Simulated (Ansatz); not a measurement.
Functionals compared on the (30-32) surface of hcp Ti in its 1x1 cell, outermost plane spacing 0.80 Å in the ideal cut, in Ansatz (plane waves, PAW). The structure was relaxed with PBE; the other rows are single points on it, each with its references at the same level. Cutoff 420 eV (500 eV for r2SCAN).

Set-up: 28 atoms, 10.4 Å thick at the start (thin: gaps and levels are the slab's own); mesh 13x3x1; 0.1 eV smearing; dipole correction on; all atoms relaxed; start symmetry kept, larger cells not searched; no spin, no spin-orbit, no U. These notes are the PBE run's.

```json
[
 {"functional": "PBE", "surface energy (J/m²)": "1.98", "work function of the top face (eV)": "3.94", "rough cost of the single point": "–"},
 {"functional": "LDA", "surface energy (J/m²)": "2.20", "work function of the top face (eV)": "4.16", "rough cost of the single point": "roughly 8 core-minutes"},
 {"functional": "PBEsol", "surface energy (J/m²)": "2.15", "work function of the top face (eV)": "4.01", "rough cost of the single point": "very roughly 8 core-minutes"},
 {"functional": "RPBE", "surface energy (J/m²)": "1.86", "work function of the top face (eV)": "3.82", "rough cost of the single point": "about 8 core-minutes (a rough figure)"},
 {"functional": "r2SCAN", "surface energy (J/m²)": "(withheld)", "work function of the top face (eV)": "(withheld)", "rough cost of the single point": "around 17 core-minutes (rough)"}
]
```

Task: Fill in the missing entries.

Result: 
- r2SCAN, surface energy (J/m²): 2.18
- r2SCAN, work function of the top face (eV): 3.97

Ansatz is a program for electronic structure.
